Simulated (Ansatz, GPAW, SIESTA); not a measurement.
HfZn2 (Fd-3m, 6 atoms in the cell) computed with different codes at matched settings

Self-consistent single point.

```yaml
crystal:
  lattice:
    - [0.00000, 3.55564, 3.55564]
    - [3.55564, 0.00000, 3.55564]
    - [3.55564, 3.55564, 0.00000]
  atoms:
    - { symbol: Hf, position: [0.75000, 0.75000, 0.75000], spin: 1.0 }
    - { symbol: Hf, position: [0.50000, 0.50000, 0.50000], spin: 1.0 }
    - { symbol: Zn, position: [0.12500, 0.12500, 0.62500] }
    - { symbol: Zn, position: [0.12500, 0.62500, 0.12500] }
    - { symbol: Zn, position: [0.12500, 0.12500, 0.12500] }
    - { symbol: Zn, position: [0.62500, 0.12500, 0.12500] }
```
(The spins are starting values, not results.)

Shared settings, as Ansatz (a first-principles code) writes them: kpoints.mp_grid.grid = 6 6 6; scf.occupations.method = fermi_dirac; scf.occupations.width = 0.1 eV. Potentials and cutoffs stand in the table.

```csv
code,model,pressure (GPa),cutoff
SIESTA,"LDA PW92, numerical atomic orbitals DZP, PseudoDojo LDA standard norm-conserving potentials (rewritten from UPF to PSML)",0.43,grid 350 Ry
Ansatz,"LDA (PW92), PAW files made with PBE",1.91,default
GPAW,"LDA (Perdew-Wang 92), GPAW PAW datasets LDA (gpaw-data 1.0.1)",1.81,850 eV
```

On Ansatz's run: spin-orbit coupling is off. The starting moments vanished: the run ended non-magnetic. The program warned that a starting moment was not kept.

The spread over the programs that give each value: pressure within 1.48 GPa.

SIESTA uses small atom-centred bases, whose incompleteness enters pressures, forces and empty levels differently from a plane-wave cutoff. Ansatz's pressure is given at a fixed set of plane waves, as the other plane-wave codes print theirs; with its correction for the finite basis it is 1.96 GPa. In the pressure, SIESTA (by 1.43) lies more than 1 GPa from the median of the plane-wave programs.

On the base mesh (5 5 5) the same programs gave: Ansatz pressure 1.88 GPa; GPAW pressure 1.79 GPa; SIESTA pressure 0.41 GPa.

The starting cell comes from a database of computed structures (which also holds hypothetical and non-ambient phases and stackings), without a prior relaxation at this level. Its lattice was rescaled by a random factor within 2.5 % of one.

Left out of this page: Elk (not drawn, or without a comparable value).

Keys are those of Ansatz 0.2.
